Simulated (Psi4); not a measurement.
Psi4 1.11, B3LYP/def2-svp: boric acid (OB(O)O), 7 atoms. The geometry is a generated start, not checked to be a minimum at this level.

```json
{
  "task": "gradient",
  "method": "b3lyp",
  "basis": "def2-svp",
  "memory": "7 GB",
  "scf_type": "df (default)",
  "guess": "auto, which took SAD (default)",
  "diis_max_vecs": "10 (default)",
  "scf_initial_accelerator": "adiis (default)",
  "e_convergence": "1e-08 (default)",
  "d_convergence": "1e-08 (default)",
  "basis functions (reference run)": "71",
  "grid points (reference run)": "1287803"
}
```

```xyz
7

O     -1.2149    -0.9670    -0.0604
B     -0.0945    -0.2157    -0.0157
O     -0.2280     1.1443     0.1126
O      1.0983    -0.8592    -0.1002
H     -2.0183    -0.4529     0.0113
H      0.5758     1.6596     0.1581
H      1.8815    -0.3092    -0.1055
```
Charge 0, spin multiplicity 1.

Yardstick: the run with dft_radial_points = 200, dft_spherical_points = 974, dft_pruning_scheme = none (default), which is not proven converged either. Single runs; times are not shown.

Settings tried, all else as in the reference:
- dft_radial_points = 75 (default), dft_spherical_points = 302 (default), dft_pruning_scheme = treutler
- dft_radial_points = 99, dft_spherical_points = 590
- dft_radial_points = 25, dft_spherical_points = 50
- dft_radial_points = 50, dft_spherical_points = 194
- dft_radial_points = 35, dft_spherical_points = 110
- dft_radial_points = 75 (default), dft_spherical_points = 302 (default), dft_pruning_scheme = robust
- dft_radial_points = 99, dft_spherical_points = 590, dft_pruning_scheme = treutler
- dft_radial_points = 150, dft_spherical_points = 770
- dft_radial_points = 75 (default), dft_spherical_points = 302 (default)
- dft_radial_points = 75 (default), dft_spherical_points = 434

Problem. Which of these stay within 0.10 meV/atom in energy, 1.0 meV/Å in forces (largest component) of the reference run?

Solution. Within it: dft_radial_points = 150, dft_spherical_points = 770; dft_radial_points = 99, dft_spherical_points = 590. At the edge (between 0.75 and 1.33 times the tolerance): dft_radial_points = 75 (default), dft_spherical_points = 434. Outside: dft_radial_points = 75 (default), dft_spherical_points = 302 (default); dft_radial_points = 75 (default), dft_spherical_points = 302 (default), dft_pruning_scheme = robust; dft_radial_points = 99, dft_spherical_points = 590, dft_pruning_scheme = treutler; dft_radial_points = 75 (default), dft_spherical_points = 302 (default), dft_pruning_scheme = treutler; dft_radial_points = 50, dft_spherical_points = 194; dft_radial_points = 35, dft_spherical_points = 110; dft_radial_points = 25, dft_spherical_points = 50.

```tsv
setting	grid points	energy against the reference	difference in forces (largest component)
the reference	1287803	—	—
dft_radial_points = 150, dft_spherical_points = 770	767217	under 0.001 meV/atom	0.23 meV/Å
dft_radial_points = 99, dft_spherical_points = 590	390267	under 0.001 meV/atom	0.57 meV/Å
dft_radial_points = 75 (default), dft_spherical_points = 434	217984	+0.0036 meV/atom	1.2 meV/Å
dft_radial_points = 75 (default), dft_spherical_points = 302 (default)	151823	−0.0041 meV/atom	3.9 meV/Å
dft_radial_points = 75 (default), dft_spherical_points = 302 (default), dft_pruning_scheme = robust	104719	−0.0040 meV/atom	3.9 meV/Å
dft_radial_points = 99, dft_spherical_points = 590, dft_pruning_scheme = treutler	205239	−0.051 meV/atom	11 meV/Å
dft_radial_points = 75 (default), dft_spherical_points = 302 (default), dft_pruning_scheme = treutler	84391	−0.051 meV/atom	12 meV/Å
dft_radial_points = 50, dft_spherical_points = 194	66168	−0.093 meV/atom	19 meV/Å
dft_radial_points = 35, dft_spherical_points = 110	26338	−0.30 meV/atom	35 meV/Å
dft_radial_points = 25, dft_spherical_points = 50	8554	+2.6 meV/atom	200 meV/Å
```

Total energies are compared; such shifts often cancel in part in energy differences. The gradients leave out the derivatives of the grid weights. Also tried and not ranked: dft_radial_points = 99, dft_spherical_points = 590, dft_pruning_scheme = robust (same energy as a listed run). The tolerance is a choice made for this comparison.
